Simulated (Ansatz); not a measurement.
Short convergence ladders for a (100) slab of Fe2Ge (cut from a parent of space group no. 191; 9 atoms in the cell)

```
CELL_PARAMETERS angstrom
      4.17612     0.00000     0.00000
      0.00000     2.63435     0.00000
      0.00000     0.00000    23.64442
ATOMIC_POSITIONS crystal
  Fe 0.00000 0.50000 0.29605
  Fe 0.00000 0.50000 0.39803
  Ge 0.50000 0.00000 0.34704
  Fe 0.50000 0.50000 0.44902
  Fe 0.50000 0.50000 0.55098
  Ge 0.00000 0.00000 0.50000
  Fe 0.00000 0.50000 0.60197
  Fe 0.00000 0.50000 0.70395
  Ge 0.50000 0.00000 0.65296
```
Moments meant for the start (each program seeds them in its own way; μB, in the order of the atoms Fe Fe Ge Fe Fe Ge Fe Fe Ge): 4.0 4.0 0.0 4.0 4.0 0.0 4.0 4.0 0.0.

Base method: PBEsol, default PAW files made with PBE (plane waves; Ansatz, an electronic-structure program).

Base settings: basis.ecutwfc = 420 eV; kpoints.mp_grid.grid = 4 6 1; hamiltonian.xc = pbesol; hamiltonian.pseudopotentials = {kind: paw} (the program's default PAW files); magnetization.spin_polarized = true; scf.occupations.method = fermi_dirac; scf.occupations.width = 0.1 eV.

The count of work is k-points × plane waves × bands × iterations; it is no time. 

**The vacuum**

The mesh stays at the base's, so the ladder's end is converged at best in this setting alone.

Only quantities that move along the ladder and can be compared are tabulated.

These are the values that this program gave, and no reference: magnetic slabs can end in a higher state.

| vacuum between outermost atoms (Å) | free energy less the last step's (meV/atom) | largest difference of a force vector from the last step's (eV/Å) | net moment (μB/atom) | count of work / last |
|---|---|---|---|---|
| 3.0 | -122.12 | 1.464 | 1.698 | 0.36 |
| 5.0 | -7.48 | 0.149 | 1.665 | 0.49 |
| 7.0 | -0.12 | 0.004 | 1.669 | 0.34 |
| 10.0 | 0.00 | 0.000 | 1.670 | 0.46 |
| 14.0 | -0.01 | 0.000 | 1.671 | 0.45 |
| 30.0 | 0.00 | 0.000 | 1.671 | 1.0 |

Smallest vacuum between outermost atoms (Å) that holds the free energy within 0.5 meV/atom of the last step, with all finer ones: 7.0, at 0.34 of the last step's count of work; the step before is off by 7.5 meV/atom.

Smallest vacuum between outermost atoms (Å) that holds the forces within 0.005 eV/Å of the last step, with all finer ones: 7.0, at 0.34 of the last step's count of work; the step before is off by 0.15 eV/Å.

Smallest vacuum between outermost atoms (Å) that holds the net moment within 0.02 μB/atom of the last step, with all finer ones: 5.0; the step before is off by 0.028 μB/atom.

**The plane-wave cutoff**

The mesh stays at the base's, so the ladder's end is converged at best in this setting alone.

Only quantities that move along the ladder and can be compared are tabulated.

These are the values that this program gave, and no reference: magnetic slabs can end in a higher state.

| basis.ecutwfc | free energy less the last step's (meV/atom) | largest difference of a force vector from the last step's (eV/Å) | net moment (μB/atom) | count of work / last |
|---|---|---|---|---|
| 210 eV | 9561.35 | 0.396 | 1.803 | 0.12 |
| 250 eV | 2262.47 | 0.622 | 1.726 | 0.17 |
| 295 eV | 363.22 | 0.202 | 1.675 | 0.19 |
| 355 eV | 18.99 | 0.006 | 1.671 | 0.27 |
| 420 eV | 2.44 | 0.000 | 1.671 | 0.33 |
| 505 eV | 0.89 | 0.000 | 1.671 | 0.57 |
| 840 eV | 0.00 | 0.000 | 1.671 | 1.0 |

Coarsest basis.ecutwfc that holds the net moment within 0.05 μB/atom of the last step, with all finer ones: 295 eV, at 0.19 of the last step's count of work; the step before is off by 0.055 μB/atom.

Coarsest basis.ecutwfc that holds the forces within 0.01 eV/Å of the last step, with all finer ones: 355 eV, at 0.27 of the last step's count of work; the step before is off by 0.20 eV/Å.

Coarsest basis.ecutwfc that holds the free energy within 5 meV/atom of the last step, with all finer ones: 420 eV, at 0.33 of the last step's count of work; the step before is off by 19 meV/atom.

**The k-point mesh**

Only quantities that move along the ladder and can be compared are tabulated.

These are the values that this program gave, and no reference: magnetic slabs can end in a higher state.

```tsv
kpoints.mp_grid.grid	free energy less the last step's (meV/atom)	largest difference of a force vector from the last step's (eV/Å)	net moment (μB/atom)	count of work / last
2 2 1	-217.00	0.349	1.884	0.12
2 3 1	82.06	0.288	1.657	0.13
3 4 1	3.90	0.047	1.671	0.17
4 6 1	6.91	0.070	1.671	0.34
4 7 1	-3.64	0.017	1.740	0.37
6 9 1	1.15	0.026	1.708	0.57
8 12 1	0.00	0.000	1.723	1.0
```

Coarsest kpoints.mp_grid.grid that holds the free energy within 5 meV/atom of the last step, with all finer ones: 4 7 1, at 0.37 of the last step's count of work; the step before is off by 6.9 meV/atom.

Coarsest kpoints.mp_grid.grid that holds the forces within 0.02 eV/Å: not settled: the last two steps still differ by 0.026 eV/Å, over half the tolerance, so the ladder does not show it.

Coarsest kpoints.mp_grid.grid that holds the net moment within 0.02 μB/atom: not settled: the last two steps still differ by 0.016 μB/atom, over half the tolerance, so the ladder does not show it.

On the base run: the starting cell comes from a database of computed structures (which also holds hypothetical and non-ambient phases and stackings), without a prior relaxation at this level. The slab is cut from that crystal, and its faces are unrelaxed. Its lattice was rescaled by up to half a per cent. The magnetic order is the one reached from the typed start; others were not searched systematically. In the base run, forces exceed 1 eV/Å. Without a gap this mesh is coarse (it stands for a supercell whose shortest in-plane vector is 16 Å).

Left out of this page: 1 run of the series stopped by limits of time or memory; 1 run of the series with a known weakness of the program.

Keys are those of Ansatz 0.2.
